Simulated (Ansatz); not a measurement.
We consider GaN (model structure, started from the NiAs type, P6₃/mmc, No. 194, 4 atoms in the cell), described by HSE06 in Ansatz (plane waves, PAW).

Run with plane-wave cutoff 460 eV, 9×9×6 k mesh (along the axes of the cell as run), Fermi–Dirac smearing 0.01 eV, scalar-relativistic PAW data made under PBE.

Cell (relaxed with PBEsol):

```
GaN
1.0
    2.96867     0.00000     0.00000
   -1.48434     2.57095     0.00000
    0.00000     0.00000     5.04063
Ga N
2 2
Direct
  0.00000   0.00000   0.00000
  0.00000   0.00000   0.50000
  0.33333   0.66667   0.25000
  0.66667   0.33333   0.75000
```

Q: Estimate the band gap and smallest direct gap on the k points sampled that the calculation returns.

A: 
- band gap = 2.64 eV (indirect)
- smallest direct gap on the k points sampled = 3.02 eV

Note: the relaxation could raise the start's symmetry but not lower it, so the cell can be a saddle point; cell and atoms aren't relaxed at this level (pressure -2.0 GPa).

Spin–orbit coupling is not included.

Static lattice: no zero-point or thermal effects.

A model structure was made by putting elements into a prototype or built by hand; it is no filed structure, need not be a known phase, and can be a saddle point held by its symmetry.

Ansatz is a program for electronic structure.
